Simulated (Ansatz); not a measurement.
We consider CuI (Cmcm, No. 63, 4 atoms in the cell; start mp-1007922; a measured phase of this formula has another space group), described by LDA in Ansatz (plane waves, PAW).

Settings: plane-wave cutoff 520 eV, 8×8×8 k mesh, Fermi–Dirac smearing 0.01 eV, no spin polarisation, scalar-relativistic PAW data made under PBE.

Cell (relaxed with PBE-D3(BJ)):

Space group Cmcm (No. 63); a = 6.6407 Å, b = 7.0071 Å, c = 4.3670 Å, α = 90.00°, β = 90.00°, γ = 90.00°

| atom | site | symmetry | x | y | z |
|---|---|---|---|---|---|
| Cu | 4c | m2m | 0.0000 | 0.4131 | 0.2500 |
| I | 4c | m2m | 0.0000 | 0.2139 | 0.7500 |
(The calculation used a cell of 4 atoms; values per cell refer to that cell.)

### Question
Predict the band gap.

### Answer

- band gap: 0.72 eV

Note: cell and atoms aren't relaxed at this level (pressure -2.9 GPa).

Spin–orbit coupling is not included; with these elements it can move the gap by several tenths of an eV or more.

Computed values are for the static lattice.

A start named mp-… is a Materials Project structure, which need not be a measured phase.

Ansatz is an electronic-structure program.
